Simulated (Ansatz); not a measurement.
Consider Ge (space group Pm-3n, No. 223; a hypothetical phase, not in the database extracts checked).

```
Ge
1.0
    5.32261     0.00000     0.00000
    0.00000     5.32261     0.00000
    0.00000     0.00000     5.32261
Ge
8
Direct
  0.25000   0.00000   0.50000
  0.75000   0.00000   0.50000
  0.00000   0.50000   0.25000
  0.00000   0.50000   0.75000
  0.50000   0.25000   0.00000
  0.50000   0.75000   0.00000
  0.00000   0.00000   0.00000
  0.50000   0.50000   0.50000
```

Cartesian axes are those of the cell as printed.

Calculations: plane-wave PAW DFT at the PBEsol level (Ansatz, a program for electronic structure, 420 eV), without spin-orbit coupling.

Base values:

The band gap comes out as zero, the pressure is 0.0 GPa and the shortest interatomic distance comes out as 2.661 Å.

One thing is altered: a pure shear with ε_yz = ε_zy = 0.0127; the atoms relax in the strained cell.

### Question
What happens to the largest internal atomic displacement, energy relative to the base, band gap, pressure and shortest interatomic distance?

### Answer
The largest internal atomic displacement amounts to 0.110 Å; the energy shrinks by 1.0 meV/atom; the band gap is still zero; the pressure (mean of the normal stresses, compression positive) hardly moves (0.0 GPa against 0.1 GPa); the shortest interatomic distance remains 2.661 Å.

Without a gap, meshes like the base's 9×9×9 leave anisotropic stresses uncertain by several tenths of a GPa, and small strain energies with them. No phonon test of stability was made. Under tensor shear ε_yz = +1.27 % the cell ends below the base's energy or with stress of the wrong sign: the atoms slid into a distortion or the cell is elastically unstable, so the base is not a stable minimum at this level.
